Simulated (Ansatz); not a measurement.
Input:

Host crystal: 3C silicon carbide, with a band gap (PBE, scalar-relativistic without spin-orbit coupling).

End structure of CO on the 1x1 (110) surface of 3C silicon carbide (cut with top plane C + Si), one in a 2x2 cell, started at the site 'bridge C-Si (span 3.9 Å)':

```xyz
50
Lattice="6.1943 0.0000 0.0000 0.0000 8.7600 0.0000 0.0000 0.0000 27.0000" Properties=species:S:1:pos:R:3 pbc="T T T"
C      0.0000     3.2273     9.6400
C      0.0000     7.6073     9.6400
C      3.0971     3.2273     9.6400
C      3.0971     7.6073     9.6400
Si     1.5486     2.3762     9.8826
Si     1.5486     6.7562     9.8826
Si     4.6457     2.3762     9.8826
Si     4.6457     6.7562     9.8826
C      1.5486     1.0384    11.1621
C      1.5486     5.4184    11.1621
C      4.6457     1.0384    11.1621
C      4.6457     5.4184    11.1621
Si     0.0000    -0.0299    11.1216
Si     0.0000     4.3501    11.1216
Si     3.0971    -0.0299    11.1216
Si     3.0971     4.3501    11.1216
C      0.0000     3.2647    12.7216
C      0.0000     7.6447    12.7216
C      3.0971     3.2647    12.7216
C      3.0971     7.6447    12.7216
Si     1.5486     2.1693    12.7410
Si     1.5486     6.5493    12.7410
Si     4.6457     2.1693    12.7410
Si     4.6457     6.5493    12.7410
C      1.5504     1.0640    14.2750
C      1.5486     5.4614    14.2828
C      4.6440     1.0640    14.2750
C      4.6458     5.4615    14.2827
Si     0.0001    -0.0275    14.2569
Si     0.0001     4.3585    14.2621
Si     3.0972    -0.0303    14.2634
Si     3.0973     4.3661    14.2590
C      0.0002     3.2359    15.8013
C      0.0002     7.6108    15.8468
C      3.0973     3.2292    15.8316
C      3.0973     7.6184    15.8679
Si     1.5423     2.1738    15.8436
Si     1.5456     6.5256    15.9022
Si     4.6523     2.1737    15.8436
Si     4.6489     6.5256    15.9022
C      1.5360     1.0762    17.3739
C      1.5379     5.3914    17.3653
C      4.6588     1.0760    17.3739
C      4.6572     5.3913    17.3654
Si     0.0003     0.1914    17.1104
Si     0.0005     4.4408    17.2309
Si     3.0974     0.2190    17.1324
Si     3.0975     4.5675    17.1296
C      0.0021     3.1982    18.8274
O      0.0026     2.9232    19.9348
```

Model: 50-atom slab, 7.7 Å thick at the start under the adsorbate (thin: gaps and levels are the slab's own), 3x2x1 mesh, Fermi-Dirac 0.01 eV, dipole correction, single point; no symmetry held, on the structure that PBE left; no spin, no spin-orbit, no U, no dispersion correction. At the end it is bonded to Si. In PBE it is, or lies within 0.03 eV of, the lowest of the starts that converged; the order may differ at this level.

A negative adsorption energy means that the adsorbate is more stable on the surface than in its reference.

Question: Estimate the adsorption energy against CO(g) at the same level that HSE06, at the PBE geometry in Ansatz (a first-principles code) returns for this input.

Answer: -0.68 eV

Question: Give the change of the step from the bottom to the top vacuum level, against the clean slab at the level HSE06, at the PBE geometry.

Answer: -0.49 eV
